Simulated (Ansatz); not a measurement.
Reference: TiO₂ (P4_2/mnm), PBEsol with spin-orbit coupling, rigid bands (plane waves, PAW; Ansatz, a program for electronic structure); geometry: cell and atoms relaxed with PBEsol.

```yaml
crystal:
  lattice:
    - [4.59124, 0.00000, 0.00000]
    - [0.00000, 4.59124, 0.00000]
    - [0.00000, 0.00000, 2.93902]
  atoms:
    - { symbol: Ti, position: [0.50000, 0.50000, 0.00000] }
    - { symbol: Ti, position: [0.00000, 0.00000, 0.50000] }
    - { symbol: O, position: [0.69556, 0.69556, 0.50000] }
    - { symbol: O, position: [0.30444, 0.30444, 0.50000] }
    - { symbol: O, position: [0.80444, 0.19556, 0.00000] }
    - { symbol: O, position: [0.19556, 0.80444, 0.00000] }
```

- band gap = 1.87 eV
- electron conductivity mass = 1.02 mₑ
- hole conductivity mass = 2.2 mₑ
- Seebeck coefficient, n-type 1e19 cm⁻³ = -517 μV/K

Swap Ti for Sn, keeping the structure type. How do these values move?

SnO₂ (P4_2/mnm): volume per atom 10.3 to 12.2 Å³; band gap falls (1.87 eV to 0.93 eV); electron conductivity mass falls (1.02 mₑ to 0.190 mₑ); hole conductivity mass falls (2.2 mₑ to 1.55 mₑ); Seebeck coefficient, n-type 1e19 cm⁻³ falls in size (-517 μV/K to -110 μV/K).

Moves up to 5 % count as about the same. Masses are for dilute carriers at 300 K, harmonic means over directions unless an axis is named. Seebeck coefficients are for the stated density at 300 K, with one relaxation time for all states and whether or not that doping can be reached.
